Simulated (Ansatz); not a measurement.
Start from K2Se in the anti-fluorite structure (space group Fm-3m, No. 225; a = 7.610 Å). Axes: x, y, z lie along the cube axes.

Level of theory: PBEsol (Ansatz, an electronic-structure program; PAW; 420 eV plane waves; no spin-orbit coupling).

Strains are applied to the cell and any free atomic positions relax; under biaxial strain the out-of-plane vector relaxes too.

One change was made to it. Results:

```tsv
quantity	base	after
band gap	2.11 eV	2.13 eV
energy relative to the base (free energy F)	0 meV/atom	+5.1 meV/atom
smallest direct gap	2.27 eV	2.34 eV
electron mass	0.31 mₑ (at Γ)	0.31 mₑ (at Γ)
```

Which of these changes matches the shifts?
A) biaxial strain −3.00 %, plane normal [001], relaxed out of plane
B) biaxial strain +1.50 %, plane normal [001], relaxed out of plane
C) biaxial strain +3.00 %, plane normal [001], relaxed out of plane
D) biaxial strain −2.50 %, plane normal [001], relaxed out of plane

D, biaxial strain −2.50 %, plane normal [001], relaxed out of plane. For comparison, the energy relative to the base in the other runs: biaxial strain −3.00 %, plane normal [001], relaxed out of plane gives +7.3 meV/atom; biaxial strain +3.00 %, plane normal [001], relaxed out of plane gives +6.7 meV/atom; biaxial strain +1.50 %, plane normal [001], relaxed out of plane gives +1.7 meV/atom.

Effective masses come from finite differences of ±0.01 Å⁻¹. Stability against distortions was not tested.
